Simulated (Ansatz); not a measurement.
Consider Zr in the hcp (Mg type) structure (space group P6_3/mmc, No. 194; a = 3.244 Å, c = 5.158 Å; relaxed with 0.1 eV smearing).

Method: r2SCAN in Ansatz (plane waves to 500 eV, PAW, scalar-relativistic without spin-orbit coupling), earlier PAW set.

Base values:

```
Property    Value
--------  -------
Pressure  0.0 GPa
Band gap     zero
```

Modification: the cell is scaled by 1.0533 in all directions, atoms relaxed at fixed cell.

Question: What happens to the energy relative to the base?

Answer: The energy rises by 158 meV/atom.

Question: What does the calculation give for the pressure after the change?

Answer: The pressure (mean of the normal stresses, compression positive) goes from zero to -11.4 GPa.

Question: What happens to the band gap?

Answer: The band gap stays zero.

The cells carry an imposed strain or load. Whether these cells are dynamically stable was not tested. All final runs are without spin polarisation.

Ansatz is a program for electronic structure.
